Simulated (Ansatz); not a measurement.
Reference: monolayer SnS₂, HSE06, rigid bands (plane waves, PAW, scalar-relativistic; Ansatz, a program for electronic structure); geometry: cell and atoms relaxed with PBE.

```yaml
crystal:
  lattice:
    - [3.70139, 0.00000, 0.00000]
    - [-1.85069, 3.20549, 0.00000]
    - [0.00000, 0.00000, 18.93629]
  atoms:
    - { symbol: Sn, position: [0.00000, 0.00000, 0.50000] }
    - { symbol: S, position: [0.33333, 0.66667, 0.57808] }
    - { symbol: S, position: [0.66667, 0.33333, 0.42192] }
```

- band gap = 2.38 eV
- electron conductivity mass = 0.38 mₑ

Swap S for Se, keeping the structure type. How do these values move?

band gap falls (2.38 eV to 1.41 eV); electron conductivity mass falls (0.38 mₑ to 0.32 mₑ).

Replace Sn by Pt on the same sites and relax. What happens?

band gap rises (2.38 eV to 2.58 eV); electron conductivity mass stays about the same (0.38 mₑ to 0.39 mₑ).

Replace Sn by Ti on the same sites and relax. What happens?

band gap falls (2.38 eV to 0.75 eV); electron conductivity mass rises (0.38 mₑ to 0.48 mₑ).

Moves up to 5 % count as about the same. Masses are for dilute carriers at 300 K, harmonic means over directions unless an axis is named. Spin-orbit coupling is left out.

Model free-standing layer, not matched to a measured one here: monolayer PtS2, monolayer SnSe2. The missing spin-orbit coupling matters most for monolayer PtS2.
